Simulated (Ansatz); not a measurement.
Terminations of the (110) surface of bcc V, measured from the surface 'a pseudomorphic layer of Au in the host's stacking'. Atoms come from or go to: Au: fcc Au, Co: hcp Co, ferromagnetic, Fe: bcc Fe, ferromagnetic, Ge: germanium, In: tetragonal indium, Ir: fcc Ir, Os: hcp Os, Pt: fcc Pt, Sn: beta tin, Ti: hcp Ti, V: bcc V, W: bcc W. ΔE is the energy of forming the row's surface from that one (negative: more stable at these reservoirs); the vacuum level's shift is aligned on the shared bottom. No zero-point or thermal terms. These are constructed structures in small cells; real faces may alloy, dewet or reconstruct in larger ones, and not all known structures of the face are among them. Slabs of about 13 Å with all that they carry, Fermi-Dirac smearing of 0.1 eV. Bottom of the slabs: a bare face, its two planes held. Relaxed from the named starts with such symmetry as they have, on meshes of like density; energies extrapolated to zero smearing; no spin-orbit coupling, no U. Spin-polarised runs, if any, are marked in brackets, and their order is one that fits the cell; the others ran without spin. A dash marks a value that is undefined for that row (no clear gap, or no work function of a gapped slab) or was not read reliably on its mesh.

Calculation: PBE (plane waves to 420 eV, PAW; Ansatz, an electronic-structure program).

```csv
surface,atoms added per 1x1,ΔE per 1x1 (eV),shift of the vacuum level (eV),work function (eV)
"a pseudomorphic layer of Co in the host's stacking [spin, 1.3 μB a cell]","-1 Au, +1 Co",0.22,-0.52,4.25
one row in 2 of the top plane missing,"-1 Au, -0.5 V",0.89,-1.13,3.65
a layer of Os in place of the second plane,"-1 Au, +1 Os, -1 V",?,-0.06,4.71
one row in 4 of the top plane missing,"-1 Au, -0.25 V",0.64,-0.64,4.13
a layer of Ti in place of the second plane,"-1 Au, +1 Ti, -1 V",?,0.05,4.82
a layer of Ir in place of the second plane,"-1 Au, +1 Ir, -1 V",0.21,0.01,4.78
a pseudomorphic layer of Ge in the host's stacking,"-1 Au, +1 Ge",-0.19,-0.06,4.71
a pseudomorphic layer of Sn in the host's stacking,"-1 Au, +1 Sn",1.14,-0.97,3.81
"a layer of Fe in place of the second plane [spin, 0.9 μB a cell]","-1 Au, +1 Fe, -1 V",0.38,-0.06,4.70
a layer of Pt in place of the second plane,"-1 Au, +1 Pt, -1 V",0.17,0.14,4.92
a layer of In in place of the second plane,"-1 Au, +1 In, -1 V",?,0.46,5.22
a layer of W in place of the second plane,"-1 Au, -1 V, +1 W",?,-0.01,4.76
```

Task: Some entries are withheld; supply them.

Result: 
- a layer of Os in place of the second plane, ΔE per 1x1 (eV): 0.35
- a layer of Ti in place of the second plane, ΔE per 1x1 (eV): 0.79
- a layer of In in place of the second plane, ΔE per 1x1 (eV): 2.12
- a layer of W in place of the second plane, ΔE per 1x1 (eV): 0.56
